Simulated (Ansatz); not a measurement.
# Na (model structure, Fm-3m, No. 225, 1 atom in the cell)

Method: LDA (plane waves, PAW; Ansatz, a program for electronic structure).

Run with plane-wave cutoff 520 eV, 18×18×18 k mesh, Fermi–Dirac smearing 0.05 eV, scalar-relativistic PAW data made under PBE.

Cell (relaxed at this level):

```
CELL_PARAMETERS angstrom
      0.00000     2.55566     2.55566
      2.55566     0.00000     2.55566
      2.55566     2.55566     0.00000
ATOMIC_POSITIONS crystal
  Na 0.00000 0.00000 0.00000
```

For Na (model structure, Fm-3m, No. 225, 1 atom in the cell), the band gap is zero (no gap).

Note: the relaxation could raise the start's symmetry but not lower it, so the cell can be a saddle point.

Static lattice: no zero-point or thermal effects.

Computing time: roughly 30 core-seconds.

A model structure was made by putting elements into a prototype or built by hand; it is no filed structure, need not be a known phase, and can be a saddle point held by its symmetry.
